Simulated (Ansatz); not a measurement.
Results of PBEsol in Ansatz (PAW) for hexagonal WC.

Numerical settings: plane-wave cutoff 520 eV, 24×24×20 k mesh (along the axes of the cell as run), Fermi–Dirac smearing 0.05 eV, no spin polarisation, scalar-relativistic PAW data made under PBE.

Shape and atoms are relaxed at each volume.

Pressure at four volumes; x = ln(V/10.287 Å³). One pressure is withheld.

| V (Å³/atom) | x | P (GPa) |
|---|---|---|
| 9.875 | -0.0409 | ? |
| 10.081 | -0.0202 | 8.57 |
| 10.287 | 0.0000 | 0.00 |
| 10.698 | 0.0392 | -14.66 |

### Question
Pass a parabola P(x) through the three rows shown, estimate the bulk modulus and its pressure derivative near zero pressure, and predict the withheld pressure.

### Answer
Slopes between the rows: (0.00 − (8.57))/(0.0000 − (-0.0202)) = -424.26 and (-14.66 − (0.00))/(0.0392 − (0.0000)) = -373.98 GPa. Their difference over the span 0.0594 is c = 50.28/0.0594 = 846.5 GPa, so P(x) = 8.57 + (-424.26)(x − (-0.0202)) + 846.5 (x − (-0.0202))(x − (0.0000)). At the middle row B = −dP/dx = −[-424.26 + 846.5 × 0.0202] = 407.2 GPa, and B′ = dB/dP = 2c/B = 4.2. At x = -0.0409 the parabola gives 18.07 GPa; the run gives 18.07 GPa. The Birch–Murnaghan fit to the energies at all volumes has B0 = 406 GPa and B′ = 4.2.

Measured, for comparison: bulk modulus 384 ± 0.8 GPa (room temperature, no zero-point or thermal correction, adiabatic, ultrasonic, sources range from 377 to 412; as tabulated in Compression behavior of WC and WC-6%Co up to 50 GPa (OSTI 1006718)). Computed less measured: bulk modulus +6 % (inside the range of the sources held). A static lattice is as a rule a little smaller and stiffer than an uncorrected measurement, which can account for part of this in the bulk modulus.

Spin–orbit coupling is not included.

Ansatz is a first-principles code.
